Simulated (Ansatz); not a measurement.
The starting structures come from a database of crystals and need not be the phases stable at ambient conditions.

Tunnelling through a barrier is set by its complex band structure: the current falls as exp(−2κd) with the smallest κ.

Given:

```yaml
crystal:
  lattice:
    - [3.99041, 0.00000, 0.00000]
    - [0.00000, 7.78784, 0.00000]
    - [0.00000, 0.00000, 9.77878]
  atoms:
    - { symbol: Bi, position: [0.75000, 0.14358, 0.13499] }
    - { symbol: Bi, position: [0.25000, 0.85642, 0.86501] }
    - { symbol: Bi, position: [0.25000, 0.35642, 0.63499] }
    - { symbol: Bi, position: [0.75000, 0.64358, 0.36501] }
    - { symbol: S, position: [0.25000, 0.17815, 0.94840] }
    - { symbol: S, position: [0.75000, 0.82185, 0.05160] }
    - { symbol: S, position: [0.75000, 0.32185, 0.44840] }
    - { symbol: S, position: [0.25000, 0.67815, 0.55160] }
    - { symbol: Cl, position: [0.75000, 0.01574, 0.68753] }
    - { symbol: Cl, position: [0.25000, 0.98426, 0.31247] }
    - { symbol: Cl, position: [0.25000, 0.48426, 0.18753] }
    - { symbol: Cl, position: [0.75000, 0.51574, 0.81247] }
```

Space group of this cell: Pnma. The cell was relaxed by PBE-D3(BJ); by r2SCAN its mean pressure is 0.8 GPa.

Transport runs along the normal of the first two printed cell vectors.

The gap is the functional's own, uncorrected, and κ follows it; spin-orbit coupling is left out. Mid-gap values are interpolated between the computed energies.

Task: State the band gap and the smallest decay constant κ at mid-gap according to r2SCAN (Ansatz, an electronic-structure program).

Result: Gap 2.11 eV on a 8×4×4 mesh; κ = 0.291 1/Å, at (0.000, 0.250) of the in-plane reciprocal vectors. At the zone centre, at the nearest computed energy, the slowest state has κ = 0.37 1/Å.
